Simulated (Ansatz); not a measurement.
For SnSe₂ (model structure, started from the SiS2 type, Ibam, No. 72, 6 atoms in the cell), PBEsol in Ansatz (PAW) gives:

equilibrium volume per atom: 32.78 Å³/atom
formation enthalpy: -0.221 eV/atom

Task: What does PBE-D3(BJ) (Ansatz, a quantum-chemistry and plane-wave program, PAW) give for the same quantities?

Result: 
- equilibrium volume per atom: 31.52 Å³/atom (drops by 3.8 %)
- formation enthalpy: -0.216 eV/atom (moves by +0.005 eV/atom)

Changes are worked out from the printed values.

Unless a cell is named, each level is at its own relaxed cell (PBEsol 32.78, PBE-D3(BJ) 31.52 Å³/atom).

Levels without +SOC leave out spin–orbit coupling, which shifts energies and cells of such heavy elements.

Ansatz's density-functional and Hartree–Fock values are scalar-relativistic unless marked +SOC, with PAW data made under PBE.

A model structure was made by putting elements into a prototype or built by hand; it is no filed structure, need not be a known phase, and can be a saddle point held by its symmetry.
